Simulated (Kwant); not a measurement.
System: zigzag graphene on boron nitride (staggered potential) ribbon with Haldane second-neighbour hopping. 7 zigzag chains, bond 0.142 nm, hopping 2.7 eV, scattering region 4 nm long; sites with one neighbour are removed; energy swept from -1.68 to 1.68 eV from the neutrality point. Staggered potential ±Δ on the two sublattices, Δ = 0.28 eV. Second-neighbour term iλ/(3√3) ν with λ = 0.7 eV, a model term that the material doesn't have.

Constants are typed, rounded textbook-type inputs, not results; the design itself was drawn at random and stands for no fabricated device.

Kwant, nearest-neighbour tight-binding model of a honeycomb sheet with an imaginary second-neighbour term, one spin, coherent transport at 0 K. Conductance is in e²/h.

**Question.** Is the sheet in its topological phase, how wide is its bulk gap, and what conductance is due inside it?

**Answer.** At the two valleys the masses are λ ± Δ = 0.980 and 0.420 eV; the bulk gap is 2|λ − Δ| = 0.840 eV. λ > Δ, so the phase is topological, with edge channels that give G = 1. Simulated at 0.168 eV: 1.00 e²/h.
